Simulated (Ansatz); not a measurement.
End structure of OH on the 1x1 (100) surface of fcc Cu, one in a 2x2 cell, started at the site 'hollow Cu-Cu-Cu-Cu over Cu at depth 1.8 Å':

```xyz
18
Lattice="5.1336 0.0000 0.0000 0.0000 5.1336 0.0000 0.0000 0.0000 24.5000" Properties=species:S:1:pos:R:3 pbc="T T T"
Cu     1.2834     1.2834     9.5761
Cu     1.2834     3.8502     9.5761
Cu     3.8502     1.2834     9.5761
Cu     3.8502     3.8502     9.5761
Cu     0.0000     0.0000    11.3366
Cu     0.0000     2.5668    11.3366
Cu     2.5668     0.0000    11.3366
Cu     2.5668     2.5668    11.3366
Cu     1.2836     1.2834    13.1022
Cu     1.2839     3.8502    13.1676
Cu     3.8503     1.2834    13.1676
Cu     3.8502     3.8502    13.2224
Cu    -0.0160    -0.0163    14.9557
Cu    -0.0160     2.5831    14.9557
Cu     2.5838    -0.0167    14.9573
Cu     2.5838     2.5835    14.9573
O      1.2880     1.2834    16.1379
H      1.2911     1.2834    17.1133
```

Set-up: 18 atoms, 5.3 Å thick at the start under the adsorbate (thin: gaps and levels are the slab's own); mesh 6x6x1; 0.1 eV smearing; dipole correction on; single point; on the structure that PBE left under its start's symmetry; spin-polarised, no spin-orbit, no U, no dispersion correction. The starting moment vanished. The program's check for a lower electronic state was not made. At the end it is bonded to 4 Cu. In PBE this state lies 0.04 eV over the lowest of the starts that converged ('bridge Cu-Cu (span 2.6 Å)').

A negative adsorption energy means that the adsorbate is more stable on the surface than in its reference.

Q: Predict the change of the work function from r2SCAN, at the PBE geometry and the start's symmetry (Ansatz, an electronic-structure program).

A: -1.27 eV

Q: Estimate the work function of the top face that r2SCAN, at the PBE geometry and the start's symmetry returns for this input.

A: 3.27 eV

Q: Give the adsorption energy against H2O(g) − ½ H2(g) at the same level at the level r2SCAN, at the PBE geometry and the start's symmetry.

A: -0.29 eV

Q: Estimate the change of the step from the bottom to the top vacuum level, against the clean slab that r2SCAN, at the PBE geometry and the start's symmetry returns for this input.

A: -1.25 eV
